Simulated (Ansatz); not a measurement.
Base system: NbP (space group I4_1md, No. 109; a = 3.347 Å, c = 11.430 Å; relaxed with 0.1 eV smearing).

All numbers come from Ansatz (an electronic-structure program) PBE, spin-orbit coupling left out.

For the base:

* **Pressure**: 0.0 GPa
* **Band gap**: zero

Modification: an isotropic linear strain of +3.10 %; the atoms relax in the strained cell.

Question: Estimate the effect on the pressure, energy relative to the base and band gap.

Answer: The pressure (mean of the normal stresses, compression positive) goes from zero to -14.2 GPa; the energy increases by 74 meV/atom; the band gap remains zero.

Stability against distortions was not tested. The final runs are not spin-polarised. The zero or small gap of NbP can change with the level of theory.
